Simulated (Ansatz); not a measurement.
**A computed series for MgS: response to strain**

Base system: MgS in the rock salt structure (space group Fm-3m, No. 225; a = 5.1820 Å). Axes: x, y, z lie along the cube axes.

Strains are applied to the cell and any free atomic positions relax.

Level of theory: PBEsol (Ansatz, a first-principles code, PAW, spin-orbit coupling left out).

Notes on the quantities. energy relative to the base: free energy F.

| uniaxial strain ε_zz (%) | energy relative to the base (meV/atom) |
|---|---|
| 0 | 0.0 |
| 0.5 | 0.2 |
| 1 | 0.8 |
| 1.5 | 1.8 |
| 2 | ? |
| 2.5 | 4.7 |
| 3 | 6.6 |

Question: Fit ΔE = Aε² + Bε³ (ε in %) to the rows shown and predict the withheld row.

Answer: Least squares on the printed values gives A = 0.853 and B = -0.040 meV/atom (largest residual 0.0 meV/atom); this predicts 3.1 meV/atom, and the run gives 3.1 meV/atom, in agreement.

Stability against distortions was not tested.
